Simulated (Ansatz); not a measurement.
Ge (start mp-1061054), treated with LDA (PAW; Ansatz, an electronic-structure program).

Numerical settings: plane-wave cutoff 520 eV, 18×18×18 k mesh, Fermi–Dirac smearing 0.03 eV, scalar-relativistic PAW data made under PBE.

Starting structure:

```
Ge
1.0
   -2.49590     2.65087     1.43694
    2.49590    -2.65087     1.43694
    2.49590     2.65087    -1.43694
Ge
2
Direct
  0.18594   0.93594   0.25000
  0.81406   0.06406   0.75000
```

Question: Into what structure does the relaxation of cell and atoms lead at this level, with the symmetry of the start kept?

Answer: The volume falls by 5.8 %; final space group I4_1/amd.
```
Ge
1.0
   -2.53184     2.53186     1.39652
    2.53184    -2.53186     1.39652
    2.53184     2.53186    -1.39652
Ge
2
Cartesian
  2.53184  -1.26593   1.04740
  0.00000   3.79778   0.34912
```

Note: the relaxation could not lower the start's symmetry, so the cell can be a saddle point above a distorted one.

A start named mp-… is a Materials Project structure, which need not be a measured phase.
